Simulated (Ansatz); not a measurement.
Cubic perovskite BaLiF₃ was calculated with HSE06 in Ansatz (plane waves, PAW).

Input file:

Ansatz 0.2 input:
```yaml
crystal:
  lattice:
    - [3.9624393031, 0.0, 0.0]
    - [0.0, 3.9624393031, 0.0]
    - [0.0, 0.0, 3.9624393031]
  atoms:
    - { symbol: Ba, position: [0.0, 0.0, 0.0] }
    - { symbol: Li, position: [0.5, 0.5, 0.5] }
    - { symbol: F, position: [0.5, 0.0, 0.5] }
    - { symbol: F, position: [0.0, 0.5, 0.5] }
    - { symbol: F, position: [0.5, 0.5, 0.0] }
basis:
  ecutwfc: 460
  ecutrho_ratio: 4
  xc_grid: 2
kpoints:
  mp_grid: { grid: [6, 6, 6] }
hamiltonian:
  xc: hse06
  dispersion: none
  pseudopotentials: { kind: paw }
scf:
  occupations: { method: fermi_dirac, width: 0.01 }
  convergence: { dr2_threshold: 0.0000000005 }
output:
  forces: true
  stress: true
  eigenvalues: true
```

Q: How many irreducible k-points, plane waves at Γ does the program set up, and what pressure does the run end with?

A: 20 irreducible k-points, 1365 plane waves at Γ; P = 2.04 GPa, so the cell is compressed on average and its volume would grow at this level.

Excerpt of the program's output:

```
WARN output.stress: scf.exx.energy_threshold = 1e-6 eV is looser than the 5e-8 eV advised for a stress under a hybrid functional (1e-8 eV for each atom of the …
Crystal: 5 atoms, lattice volume = 62.214 Å³
Basis set: ecut = 460 eV, 1365 PW (Γ), exchange–correlation on 60×60×60 points (8 copies of the dense FFT grid, shifted against one another)
Bands: 22, of which v1, the nominal top of the filled ones, is band 17 counted from 1 (16 counted from 0)
Symmetry: 48 space group operations
Space group: Pm-3m (ITA 221), of the structure as read, at distance tolerance 4.0e-5 Å
k-points: 20 of 216
SCF iter   1: F=—  HF=-8588.417705 eV  |F-HF|=—  |Δ(HF+E_count)|=         —  Δρ=1.26e-3  dr2=4.48e-4
SCF iter   2: F=-8588.417952 eV  HF=-8588.417875 eV  |F-HF|=7.74e-5  |Δ(HF+E_count)|=   1.70e-4  Δρ=5.63e-4  dr2=5.58e-5
Crystal: 5 atoms, lattice volume = 62.214 Å³
Initial density: handed on by an earlier stage of this run
  ...
Crystal: 5 atoms, lattice volume = 62.214 Å³
SCF iter   7: F=—  HF=-8592.981970 eV  |F-HF|=—  |Δ(HF+E_count)|=   1.10e-8  Δρ=3.08e-6  dr2=3.53e-9
SCF iter   8: F=-8592.981970 eV  HF=-8592.981970 eV  |F-HF|=3.46e-11  |Δ(HF+E_count)|=   1.20e-9  Δρ=3.12e-7  dr2=5.43e-11
SCF 3 converged in 8 iterations: F = -8592.981970 eV  dr2 = 5.43e-11
Free energy (F): -8592.981970 eV
Internal energy: -8592.981970 eV  (E = F + TS)
E sigma→0 (E₀):  -8592.981970 eV
Fermi energy:    7.939261 eV
--- Forces (eV/Å), atoms counted from 1 ---
  atom   1  Ba    -0.00000000     0.00000000    -0.00000000
  atom   2  Li     0.00000000    -0.00000000     0.00000000
  atom   3  F      0.00000000    -0.00000000     0.00000000
  atom   4  F      0.00000000     0.00000000    -0.00000000
  atom   5  F      0.00000000     0.00000000    -0.00000000
--- Stress (GPa, compression-positive) ---
        2.040169       0.000000       0.000000
        0.000000       2.040169       0.000000
        0.000000      -0.000000       2.040169
  P = ⅓ Tr σ = 2.0402 GPa (20.402 kbar)
```

The cell is one volume of an energy–volume scan, off the minimum.

The PAW data were made under PBE.

It cost around 100 core-seconds (rough) of CPU time.

Ansatz is a quantum-chemistry and plane-wave program.
